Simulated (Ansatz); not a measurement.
The starting structures come from a database of crystals and need not be the phases stable at ambient conditions.

```yaml
crystal:
  lattice:
    - [4.53792, 0.00000, 0.00000]
    - [0.00000, 4.53792, 0.00000]
    - [0.00000, 0.00000, 8.72329]
  atoms:
    - { symbol: Li, position: [0.00000, 0.00000, 0.33792] }
    - { symbol: Li, position: [0.00000, 0.00000, 0.66208] }
    - { symbol: Li, position: [0.50000, 0.50000, 0.83792] }
    - { symbol: Li, position: [0.50000, 0.50000, 0.16208] }
    - { symbol: Ge, position: [0.00000, 0.00000, 0.00000] }
    - { symbol: Ge, position: [0.50000, 0.50000, 0.50000] }
    - { symbol: F, position: [0.78236, 0.21764, 0.50000] }
    - { symbol: F, position: [0.21764, 0.78236, 0.50000] }
    - { symbol: F, position: [0.28236, 0.28236, 0.00000] }
    - { symbol: F, position: [0.71764, 0.71764, 0.00000] }
    - { symbol: F, position: [0.30827, 0.30827, 0.65199] }
    - { symbol: F, position: [0.69173, 0.69173, 0.34801] }
    - { symbol: F, position: [0.19173, 0.80827, 0.15199] }
    - { symbol: F, position: [0.80827, 0.19173, 0.84801] }
    - { symbol: F, position: [0.69173, 0.69173, 0.65199] }
    - { symbol: F, position: [0.30827, 0.30827, 0.34801] }
    - { symbol: F, position: [0.80827, 0.19173, 0.15199] }
    - { symbol: F, position: [0.19173, 0.80827, 0.84801] }
```

Space group of this cell: P4_2/mnm. The cell is taken as given.

Transport runs along the normal of the first two printed cell vectors, the (001) plane of the conventional cell.

The gap is the functional's own. No spin-orbit coupling. Mid-gap values are interpolated on the energy grid.

**Question.** Compute, with r2SCAN (Ansatz, an electronic-structure program), the band gap and the smallest decay constant κ at mid-gap.

**Answer.** Gap 7.16 eV on a 8×8×4 mesh; κ = 0.597 1/Å, at the zone centre.
